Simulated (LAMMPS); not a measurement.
LAMMPS 22 Jul 2025, classical MD, Tersoff (Si.tersoff): Si, 216000 atoms.

```json
{
  "task": "MD, nve",
  "potential": "Tersoff, Si.tersoff",
  "copies_of_the_repeat_unit": "30×30×30",
  "shape (slab and sphere leave vacuum in the box)": "bulk",
  "temperature": "800 K",
  "steps": "400",
  "timestep": "1 fs",
  "neighbor_skin": "2 Å",
  "neigh_modify": "every 1 delay 0 check yes",
  "thermo": "100",
  "newton": "on (default)",
  "atom_modify sort (bins of 2 Å where set)": "1000 (default)",
  "comm_style": "brick (default)",
  "box": "162.9 × 162.9 × 162.9 Å",
  "start": "generated diamond lattice, warmed in an untimed run",
  "compared_values": "energy and forces of the first step, drift over the run"
}
```

Machine: one whole node, Arm Neoverse V2, 96 cores on 1 socket, no SMT, 1 L3 cache group; 94 cores' worth of CPU time may be used.

Times are wall-clock medians of two to five runs, from launch to exit, with nothing else on the machine. Processes are pinned to neighbouring cores unless said otherwise. Build: PyPI wheel: MPICH, OPENMP and OPT packages. Other compilers and libraries give other times. Scratch files lie in a memory file system. A preparatory run goes ahead and isn't timed.

Started as
```bash
# ahead of the timed run: OMP_NUM_THREADS=1 mpirun -np 48 lmp -in in.warm -log none -nocite
OMP_NUM_THREADS=1 mpirun -np 32 lmp -in in.lmp -log log.lammps -nocite
```
(32 ranks, skin = 2 Å) it takes 4.0 s and 6 neighbour list builds.

**Question.** What happens to the run time with skin = 4 Å?

**Answer.** About 4.9 s (3 runs within 2 %): 1.2× as long. Rebuilds go from 6 to 0, Neigh from 0.042 to 0 s and Pair from 3.6 to 4.5 s. Neighbour list builds go from 6 to 0. Change in the result: energy equal as printed, forces on 48 atoms equal as printed, drift of the total energy equal as printed.
